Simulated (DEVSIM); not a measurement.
Device: Au/SiO2/p-Si capacitor, at 300 K.

```tsv
layer (left to right)	material	thickness (nm)	Na (cm⁻³)
1	SiO2	30.0	-
2	Si	14000	1.7e15
```

Metal gate on the left, work function 5.1 eV. Fixed charge at the semiconductor interface 0 cm⁻² (in units of +e); no interface traps.

Constants are typed, rounded textbook-type inputs, not results; the design itself was drawn at random and stands for no fabricated device. Values at 300 K; Nc and Nv go as T^1.5, mobilities as T to minus their exponent, the gap by Varshni's rule with the affinity fixed.

| parameter | SiO2 | Si |
|---|---|---|
| gap (eV) | 9 | 1.124 |
| affinity (eV) | 0.9 | 4.05 |
| permittivity | 3.9 | 11.7 |
| Nc (cm⁻³) | - | 2.86e19 |
| Nv (cm⁻³) | - | 3.1e19 |
| Varshni α (eV/K) | - | 0.000473 |
| Varshni β (K) | - | 636 |

Simulated with DEVSIM: 1D Poisson equation in equilibrium, Boltzmann statistics, complete ionisation; no quantum confinement or tunnelling. Metal contacts follow the ideal Schottky-Mott rule: no Fermi-level pinning, no interface dipoles.

The temperature was swept, all else fixed.

```json
[
 {"temperature (K)": "250", "minimum of the low-frequency capacitance (μF/cm²)": "0.0136", "flat-band voltage (V)": "0.12", "threshold voltage (band bending 2φF) (V)": "1.02"},
 {"temperature (K)": "300", "minimum of the low-frequency capacitance (μF/cm²)": "0.0153", "flat-band voltage (V)": "0.18", "threshold voltage (band bending 2φF) (V)": "0.96"},
 {"temperature (K)": "350", "minimum of the low-frequency capacitance (μF/cm²)": "0.0171", "flat-band voltage (V)": "0.24", "threshold voltage (band bending 2φF) (V)": "0.90"},
 {"temperature (K)": "400", "minimum of the low-frequency capacitance (μF/cm²)": "0.0203", "flat-band voltage (V)": "0.31", "threshold voltage (band bending 2φF) (V)": "0.83"},
 {"temperature (K)": "450", "minimum of the low-frequency capacitance (μF/cm²)": "0.0267", "flat-band voltage (V)": "0.37", "threshold voltage (band bending 2φF) (V)": "0.76"},
 {"temperature (K)": "500", "minimum of the low-frequency capacitance (μF/cm²)": "0.0357", "flat-band voltage (V)": "0.44", "threshold voltage (band bending 2φF) (V)": "0.68"}
]
```

From the first row to the last the minimum of the low-frequency capacitance goes from 0.0136 to 0.0357. From the first row to the last the flat-band voltage goes from 0.12 to 0.44.
